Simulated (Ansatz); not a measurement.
Base system: TiSi2 (space group Cmcm, No. 63; a = 3.5266 Å, b = 13.5168 Å, c = 3.5652 Å). Axes: x, y, z lie along a, b, c of the conventional cell.

Method: Ansatz (a quantum-chemistry and plane-wave program) r2SCAN, spin-orbit coupling left out.

Before the change:

| Quantity | Result |
|---|---|
| Shortest interatomic distance | 2.380 Å |
| Pressure | 0.0 GPa |
| Band gap | zero |

Now apply this change: biaxial strain +4.91 %, plane normal [001], relaxed out of plane (Cartesian); in-plane vectors clamped, the third vector and the atoms free.

Question: Predict the new shortest interatomic distance, pressure and band gap.

Answer: The shortest interatomic distance rises by 0.008 Å (2.380 Å → 2.388 Å); the pressure (mean of the normal stresses, compression positive) goes from zero to -7.0 GPa; the band gap is still zero.

No phonon test of stability was made. All final runs are without spin polarisation.
